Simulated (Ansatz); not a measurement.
The reference is Sn (space group I4_1/amd, No. 141).

```
CELL_PARAMETERS angstrom
     -2.94392     2.94392     1.59226
      2.94392    -2.94392     1.59226
      2.94392     2.94392    -1.59226
ATOMIC_POSITIONS crystal
  Sn 0.75000 0.25000 0.50000
  Sn 0.00000 0.00000 0.00000
```

Calculations: Ansatz (a program for electronic structure), r2SCAN, PAW, cutoff 500 eV, scalar-relativistic without spin-orbit coupling, earlier PAW set.

One change was made to it. Results:

```csv
quantity,base,after
shortest interatomic distance,3.050 Å,2.486 Å
c/a ratio,0.541,0.554
density,7.14 g/cm³,3.06 g/cm³
```

### Question
Name the change that was made.
(A) Sn → Si
(B) Sn → Mo
(C) Sn → Pb

### Answer
A, Sn → Si. For comparison, the shortest interatomic distance in the other runs: Sn → Pb gives 3.215 Å; Sn → Mo gives 2.600 Å.

Stability against distortions was not tested. As relaxed here, Pb and Mo are hypothetical phases, not in the database extracts checked. For Si in this form, whether it has been made was not checked. The final runs are not spin-polarised. This is not the structure that Si has at room temperature and ambient pressure.
